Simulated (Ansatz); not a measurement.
The reference is Na in the bcc (W type) structure (space group Im-3m, No. 229; a = 4.173 Å; relaxed with 0.1 eV smearing).

Calculations: Ansatz (a quantum-chemistry and plane-wave program) PBEsol, no SOC.

For the base:

| Item | Value |
|---|---|
| Pressure | 0.0 GPa |

Now apply this change: an isotropic linear strain of +1.00 %; the atoms relax in the strained cell.

Q: How does this affect the pressure?

A: The pressure goes from zero to -0.2 GPa.

Q: What happens to the energy relative to the base?

A: The energy grows by 0.8 meV/atom.

Stability against distortions was not tested.
